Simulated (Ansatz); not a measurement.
Si (P6_3/mmc), r2SCAN with spin-orbit coupling, rigid bands in Ansatz (a program for electronic structure): Condition of this run: biaxial stress in the c plane of -3.6 GPa (compression positive) (the target of the relaxation). band gap 0.56 eV, N_c = 2.82e19 cm⁻³ and N_v = 8.64e18 cm⁻³ at 300 K, conductivity masses along x (a = (3.89, 0.00, 0.00) Å; b = (-1.94, 3.37, 0.00) Å; c = (0.00, 0.00, 6.29) Å) of 0.205 mₑ (electrons) and 0.400 mₑ (holes). Take k_BT = 0.02585 eV.

**Question.** A film of it is 8 nm thick, with its normal along the direction named. Estimate the confinement energies in an infinite well.

**Answer.** ħ²π²/(2m t²) = 0.376 eV·nm²/(m/mₑ × t²) gives 28.7 meV for electrons and 14.7 meV for holes, so the gap would widen to about 0.60 eV. Finite barriers and nonparabolic bands lower this, and with several valleys or bands the heaviest mass along the normal sets the lowest level, not this average.

**Question.** Find the intrinsic carrier density and the intrinsic Fermi level.

**Answer.** n_i = √(N_c N_v) exp(−E_g/2k_BT) = 1.56e19 × exp(−10.83) = 3.1e14 cm⁻³. The level lies (k_BT/2) ln(N_v/N_c) = -15 meV from mid-gap (positive towards the conduction band). Each 0.1 eV added to the gap lowers n_i by a factor of 6.9.

**Question.** What built-in voltage has an abrupt junction with N_A = 1e17 and N_D = 1e17 cm⁻³, all dopants ionised?

**Answer.** V_bi = E_g/e − (k_BT/e) ln(N_c N_v/(N_A N_D)) = 0.56 − 0.02585 × 10.10 = 0.30 V. It follows the computed gap one for one.

Rigid, parabolic bands with the computed gap; masses take one relaxation time for all states. Geometry: cell and atoms relaxed with PBEsol.
